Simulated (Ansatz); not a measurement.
```yaml
crystal:
  lattice:
    - [0.00000, 2.15406, 2.19535]
    - [2.15406, 0.00000, 2.19535]
    - [2.15406, 2.15406, 0.00000]
  atoms:
    - { symbol: Si, position: [0.00000, 0.00000, 0.00000] }
    - { symbol: C, position: [0.25000, 0.25000, 0.25000] }
```

Calculation: r2SCAN with spin-orbit coupling, rigid bands (plane waves, PAW; Ansatz, an electronic-structure program). Condition of this run: biaxial stress in (001) of 5 GPa (compression positive) (the target of the relaxation). Cell: cell and atoms relaxed with PBEsol, then loaded as said.

What conductivity effective mass do dilute holes have at 300 K?

0.57 (x), 0.57 (y), 0.72 (z) mₑ.

Predict the electron conductivity mass (n e² τ/σ) at 300 K, by direction if it differs.

0.34 (x), 0.34 (y), 0.24 (z) mₑ.

And the band gap?

1.60 eV at this level; semilocal functionals usually fall short of the measured gap.

Rigid bands, one relaxation time for all states, no polarons. Geometry: cell and atoms relaxed with PBEsol.
